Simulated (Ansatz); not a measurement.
Base system: Sc in the hcp (Mg type) structure (space group P6_3/mmc, No. 194; a = 3.275 Å, c = 5.105 Å; relaxed with 0.1 eV smearing). Axes: x lies along a and z along c of the hexagonal cell.

Computed with Ansatz (an electronic-structure program), PBEsol, PAW, cutoff 420 eV, scalar-relativistic without spin-orbit coupling.

For the base:

- Pressure = 0.0 GPa
- Shortest interatomic distance = 3.177 Å
- Band gap = zero

Perturbation: uniaxial strain ε_zz = −2.00 %, all other strain components held at zero; the atoms relax in the strained cell.

Q: Predict the new energy relative to the base, pressure, shortest interatomic distance and band gap.

A: The energy grows by 3.2 meV/atom; the pressure (mean of the normal stresses, compression positive) goes from zero to 1.1 GPa; the shortest interatomic distance drops by 0.041 Å (3.177 Å → 3.136 Å); the band gap remains zero.

No phonon test of stability was made. All final runs are without spin polarisation.
